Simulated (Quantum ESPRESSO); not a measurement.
## How far to go with the k-point mesh: the (110) slab of Li (cut from a parent of space group no. 229; 3 atoms in the cell)

```yaml
crystal:
  lattice:
    - [1.75023, 2.47521, 0.00000]
    - [-1.75023, 2.47521, 0.00000]
    - [0.00000, 0.00000, 18.95041]
  atoms:
    - { symbol: Li, position: [0.00000, 0.00000, 0.36939] }
    - { symbol: Li, position: [0.50000, 0.50000, 0.50000] }
    - { symbol: Li, position: [0.00000, 0.00000, 0.63062] }
```

Method: PBEsol, GBRV 1.5 ultrasoft (PBESOL) pseudopotentials (plane waves; Quantum ESPRESSO).

Base settings: ecutwfc = 40 Ry; ecutrho = 200 Ry; occupations = smearing; smearing = gauss; degauss = 0.0073499 Ry; mixing_mode = local-TF; potentials = {Li: li_pbesol_v1.4.uspp.F.UPF}; K_POINTS = automatic 8 8 1 0 0 0; conv_thr = 1e-09 Ry; mixing_beta = 0.4.

Only quantities that move along the ladder and can be compared are tabulated.

The count of work is k-points × plane waves × bands × iterations; it is no time. 

The starting cell has typed, rounded lattice constants, without a prior relaxation at this level. The slab is cut from that crystal, and its faces are unrelaxed. Its lattice was rescaled by up to half a per cent.

| K_POINTS | free energy less the last step's (meV/atom) | largest difference of a force vector from the last step's (eV/Å) | count of work / last |
|---|---|---|---|
| automatic 3 3 1 0 0 0 | -80.65 | 0.025 | 0.0083 |
| automatic 4 4 1 0 0 0 | 60.82 | 0.085 | 0.018 |
| automatic 5 5 1 0 0 0 | 5.28 | 0.010 | 0.019 |
| automatic 6 6 1 0 0 0 | 8.90 | 0.044 | 0.025 |
| automatic 7 7 1 0 0 0 | -0.55 | 0.005 | 0.029 |
| automatic 8 8 1 0 0 0 | 2.50 | 0.015 | 0.038 |
| automatic 10 10 1 0 0 0 | 3.50 | 0.011 | 0.056 |
| automatic 11 11 1 0 0 0 | -4.45 | 0.002 | 0.065 |
| automatic 13 13 1 0 0 0 | -2.44 | 0.001 | 0.088 |
| automatic 16 16 1 0 0 0 | 0.85 | 0.007 | 0.13 |
| automatic 18 18 1 0 0 0 | 0.16 | 0.007 | 0.18 |
| automatic 22 22 1 0 0 0 | -0.09 | 0.002 | 0.22 |
| automatic 25 25 1 0 0 0 | -0.01 | 0.003 | 0.30 |
| automatic 30 30 1 0 0 0 | -0.09 | 0.002 | 0.37 |
| automatic 35 35 1 0 0 0 | 0.06 | 0.000 | 0.58 |
| automatic 41 41 1 0 0 0 | 0.05 | 0.000 | 0.73 |
| automatic 48 48 1 0 0 0 | 0.00 | 0.000 | 1.0 |

Coarsest K_POINTS that holds the forces within 0.02 eV/Å of the last step, with all finer ones: automatic 7 7 1 0 0 0, at 0.029 of the last step's count of work; the step before is off by 0.044 eV/Å.

Coarsest K_POINTS that holds the free energy within 2 meV/atom of the last step, with all finer ones: automatic 16 16 1 0 0 0, at 0.13 of the last step's count of work; the step before is off by 2.4 meV/atom.
